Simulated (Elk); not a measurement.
Elk run on CdTe (F-43m, 2 atoms in the cell): self-consistent single point.

Method: LDA (PW92), all-electron FP-LAPW, Elk's shipped species files, default APW+lo basis (Elk).

```
CdTe
1.0
    0.00000     3.24000     3.24000
    3.24000     0.00000     3.24000
    3.24000     3.24000     0.00000
Cd Te
1 1
Direct
  0.00000   0.00000   0.00000
  0.25000   0.25000   0.25000
```

Reference input (self-consistent single point, DFT, PBE, all-electron FP-LAPW, Elk's shipped species files, default APW+lo basis): xctype = 20; rgkmax = 7; stype = 3; swidth = 0.00183747 Ha; ngridk = 5 5 5; rmtscf = 0.96. This run's input differs from it in these lines:

```diff
@@ -4,3 +4,3 @@
 xctype
-  20
+  3
```

Log, with long lists cut:

```
│ Self-consistent loop started │
│ Loop number : 1 │
 total energy                :     -12386.3745183
│ Loop number : 2 │
 total energy                :     -12386.4120674
RMS change in Kohn-Sham potential (target) :   0.9837907782E-01 (  0.1000000000E-05)
Absolute change in total energy (target)   :   0.3754913419E-01 (  0.1000000000E-03)
│ Loop number : 3 │
 total energy                :     -12386.3342018
RMS change in Kohn-Sham potential (target) :   0.8946969333E-01 (  0.1000000000E-05)
Absolute change in total energy (target)   :   0.6847834391E-01 (  0.1000000000E-03)
│ Loop number : 4 │
   [... lines left out ...]
Absolute change in total energy (target)   :   0.4132305730E-03 (  0.1000000000E-03)
│ Loop number : 14 │
 total energy                :     -12382.3067883
RMS change in Kohn-Sham potential (target) :   0.2168624775E-06 (  0.1000000000E-05)
Absolute change in total energy (target)   :   0.1367534987E-03 (  0.1000000000E-03)
│ Loop number : 15 │
 total energy                :     -12382.3067954
RMS change in Kohn-Sham potential (target) :   0.8997196424E-07 (  0.1000000000E-05)
Absolute change in total energy (target)   :   0.2710789340E-04 (  0.1000000000E-03)
Convergence targets achieved

│ Loop number : 16 │

Energies :
 Fermi                       :     0.115981064853
 total energy                :     -12382.3068000

Density of states at Fermi energy :   0.2025115548
 (states/Hartree/unit cell)

Estimated indirect band gap :   0.1834950852E-01
 from k-point      1 to k-point      1
Estimated direct band gap   :   0.1834950852E-01
 at k-point      1

Charges :
 core                        :    66.00000000
 valence                     :    34.00000000
 interstitial                :    3.858905049
 muffin-tins (core leakage)
  species :    1 (Cd)
   atom    1                 :    46.42936466     (  0.4317132018E-03)
  species :    2 (Te)
   atom    1                 :    49.71173029     (  0.7328109992E-03)
 total in muffin-tins        :    96.14109495
 total calculated charge     :    99.99708768
 total charge                :    100.0000000
 error                       :   0.2912322604E-02

│ Self-consistent loop stopped │
```

The run converged in 16 iterations. The count includes the last loop, which Elk runs after its targets are met. Against the reference run the gap on the mesh goes from 0.721 to 0.499 eV.

The starting cell has typed, rounded lattice constants, without a prior relaxation at this level. Spin-orbit coupling is off. Values depend on the basis (sphere radii, cutoffs, local orbitals), which need not be converged.
